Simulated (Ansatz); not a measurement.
LuAlN₂ (model structure, started from the LiGaO2 type, Pna2₁, No. 33, 16 atoms in the cell) was calculated with r²SCAN+SOC (PAW; Ansatz, an electronic-structure program).

Settings: plane-wave cutoff 560 eV, 6×4×6 k mesh (along the axes of the cell as run), Fermi–Dirac smearing 0.01 eV, PAW data made under PBE.

Cell (relaxed with PBEsol):

```
AlLuN2
1.0
    5.86658     0.00000     0.00000
    0.00000     6.91545     0.00000
    0.00000     0.00000     5.13348
Lu Al N
4 4 8
Cartesian
  3.51141   6.06547   5.05395
  2.35517   0.84998   2.48721
  5.28846   2.60774   2.48721
  0.57812   4.30771   5.05395
  3.36184   2.58233   0.00700
  2.50474   4.33312   2.57374
  5.43803   6.04006   2.57374
  0.42855   0.87539   0.00700
  0.29268   0.72050   1.88778
  5.57390   6.19495   4.45452
  2.64061   4.17823   4.45452
  3.22597   2.73722   1.88778
  2.31924   1.00965   4.72069
  3.54734   5.90580   2.15395
  0.61405   4.46738   2.15395
  5.25253   2.44807   4.72069
```

Problem. Estimate the band gap and direct gap at Γ that the calculation returns.

Solution. 
- band gap: 3.26 eV (on the SCF k mesh)
- direct gap at Γ: 3.48 eV

Note: the relaxation could raise the start's symmetry but not lower it, so the cell can be a saddle point; cell and atoms aren't relaxed at this level (largest force component 0.15 eV/Å, pressure 0.8 GPa).

The computed numbers hold no vibrational or temperature effects.

A model structure was made by putting elements into a prototype or built by hand; it is no filed structure, need not be a known phase, and can be a saddle point held by its symmetry.
